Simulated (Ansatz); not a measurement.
HfB (model structure, started from the WC type, P-6m2, No. 187, 2 atoms in the cell)

The numbers are results of PBEsol (PAW; Ansatz, a program for electronic structure), not measurements.

Run with plane-wave cutoff 520 eV, 24×24×18 k mesh (along the axes of the cell as run), Fermi–Dirac smearing 0.05 eV, scalar-relativistic PAW data made under PBE.

Cell (relaxed at this level):

Space group P-6m2 (No. 187); a = b = 3.186 Å, c = 3.260 Å, α = β = 90.00°, γ = 120.00°

```
atom  site  symmetry       x       y       z
----  ----  --------  ------  ------  ------
Hf      1a      -6m2  0.0000  0.0000  0.0000
B       1f      -6m2  0.6667  0.3333  0.5000
```

```json
{
  "band_gap": "none",
  "bulk modulus B0": "150 GPa"
}
```

Note: the bulk modulus is −V dP/dV from two relaxed cells at ±2 % in volume; the relaxation could raise the start's symmetry but not lower it, so the cell can be a saddle point.

Spin–orbit coupling is not included; it can open a gap where bands touch, and shift volumes and moduli.

The result took about 2.4 core-minutes (a rough figure).

A model structure was made by putting elements into a prototype or built by hand; it is no filed structure, need not be a known phase, and can be a saddle point held by its symmetry.
